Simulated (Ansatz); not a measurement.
Consider this model of amorphous Ti22O40.

```xyz
62
Lattice="9.0842 0.0000 0.0000 0.0000 9.0842 0.0000 0.0000 0.0000 9.0842" Properties=species:S:1:pos:R:3 pbc="T T T"
Ti     3.5683     4.7638     4.0166
Ti     8.6342     5.9657     6.6243
Ti     5.4463     2.5960     2.0447
Ti     6.4325     8.3960     5.7408
Ti     2.2079     1.9388     6.6986
Ti     8.1281     8.8248     8.8566
Ti     2.1255     3.8250     1.2953
Ti     7.3882     7.5673     2.1013
Ti     0.3762     8.5522     5.3111
Ti     3.0023     4.5794     7.7397
Ti     6.7361     3.1739     8.1944
Ti     6.3867     5.6882     4.4072
Ti     8.1669     2.5729     5.1097
Ti     0.1180     5.1945     3.5184
Ti     1.1365     8.6226     2.1163
Ti     2.8673     1.4333     3.2538
Ti     7.7428     5.1693     0.7583
Ti     1.8574     7.7640     7.8432
Ti     8.6796     2.1511     1.8307
Ti     4.6472     3.0415     6.0387
Ti     4.6902     8.2390     3.2179
Ti     4.8001     0.2732     8.4032
O      5.6299     8.0226     1.6304
O      7.8943     0.5567     5.1858
O      6.2487     4.0287     0.8388
O      2.1089     3.0783     8.3471
O      0.1026     3.1285     3.6079
O      0.3210     7.0059     2.4492
O      4.7928     8.6354     5.2196
O      8.8185     7.9000     7.1197
O      0.3904     6.6844     4.9556
O      1.8709     9.0745     6.4781
O      0.1690     4.1754     1.2892
O      4.8826     4.0202     7.6223
O      8.2851     0.1975     1.8289
O      7.9727     1.9425     9.0564
O      6.4497     8.9606     7.6960
O      2.9923     8.4930     2.4527
O      1.2457     0.3724     3.9396
O      0.4511     2.4482     6.2359
O      7.7418     7.0159     0.2124
O      1.9668     4.9655     3.0470
O      3.2209     4.7447     5.8026
O      8.0157     4.6513     5.1386
O      6.5644     2.5619     6.3501
O      4.7535     1.1063     3.1004
O      7.8532     4.6443     7.8915
O      3.5869     7.9431     8.3362
O      1.0218     8.6132     0.1602
O      7.0621     2.3407     2.8236
O      5.2016     1.6522     0.4799
O      4.1070     1.3989     7.1514
O      3.6445     3.2789     2.4719
O      6.7612     7.7055     3.9409
O      1.5774     1.7970     1.7960
O      5.3530     3.9895     4.3900
O      4.5280     6.3030     3.7430
O      1.4244     5.9481     7.4869
O      6.6874     6.5334     6.1441
O      3.0266     5.1130     0.4717
O      7.3449     5.5451     2.7143
O      2.9944     2.2977     4.9755
```

All values below come from PBE, scalar-relativistic without spin-orbit coupling (plane waves to 420 eV, PAW; Ansatz, a first-principles code). The usual formal charges leave 8 electrons over, so the level spacing at the Fermi energy parts defect or band states and needn't be the band gap. In the spin-polarised cell the level spacing at the Fermi energy can part levels of unlike spin.

Preparation: random packing, a CHGNet melt and quench, and a DFT relaxation. O atoms were pushed apart under 1.9 Å during the dynamics, to hinder bonds among them. The hot cell started wider than the set density and was brought back towards it in steps. It is the lowest in DFT energy of 2 quenches. It is a model cell: composition and starting density were chosen by hand, and all elements were melted together. No dispersion term was used. Its density started from a set value of 3.69 and ended at 3.75 g/cm³. The quench (nominally 300 K/ps over its main leg) was far faster than any real one, so the model tends to hold more defects than a real film. A cell of this size samples the disorder only roughly. The volume was free in the relaxation, at fixed shape. Stress components on the final sampling reach 1.6 GPa. On a 2×2×2 Γ-centred mesh force components of up to 0.27 eV/Å stay, since the relaxation ran on the zone centre alone.

Bonds are counted up to Ti-Ti 3.12 Å, Ti-O 2.38 Å, O-O 1.58 Å. Two cations that share two anions don't count as bonded, nor two that share one unless they lie closer than Ti-Ti 3.04 Å.

**Question.** Give the coordination numbers, mean bond lengths and angles.

**Answer.** 
Mean coordination of Ti by anions: 5.45 (1 with 4, 10 with 5, 11 with 6); 2 close contacts or bonds to cations besides
Mean coordination of O: 3.00 (7 with 2, 26 with 3, 7 with 4)
Mean Ti-O bond: 1.990 Å (spread 0.111 Å, 120 counted)
Mean Ti-Ti close contact: 2.948 Å (spread 0.000 Å, 1 counted)
Bond angle at Ti: mean 104.5°, spread 28.5°
Bond angle at O: mean 114.3°, spread 23.0°

**Question.** List the pairs of like atoms that count as bonded by the rules above.

**Answer.** Ti5-Ti10 (2.95 Å).
